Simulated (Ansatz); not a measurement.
## A computed series for Ti: response to strain

Take Ti in the hcp (Mg type) structure (space group P6_3/mmc, No. 194; a = 2.8644 Å, c = 4.5373 Å; relaxed with 0.1 eV smearing) as the base. Axes: x lies along a and z along c of the hexagonal cell.

Strains are applied to the cell and any free atomic positions relax.

Method: Kohn–Sham DFT with the LDA functional, run in Ansatz (a program for electronic structure) with PAW and 420 eV plane waves, no spin-orbit coupling.

Notes on the quantities. energy relative to the base: free energy F.

```tsv
uniaxial strain ε_zz (%)	energy relative to the base (meV/atom)
0	0.0
0.5	0.3
1	1.0
1.5	2.2
2	4.0
2.5	?
3	8.7
```

Question: Fit ΔE = Aε² + Bε³ (ε in %) to the rows shown and predict the withheld row.

Answer: Least squares on the printed values gives A = 1.03 and B = -0.022 meV/atom (largest residual 0.1 meV/atom); this predicts 6.1 meV/atom, and the run gives 6.1 meV/atom, in agreement.

Whether these cells are dynamically stable was not tested. The final runs are not spin-polarised.
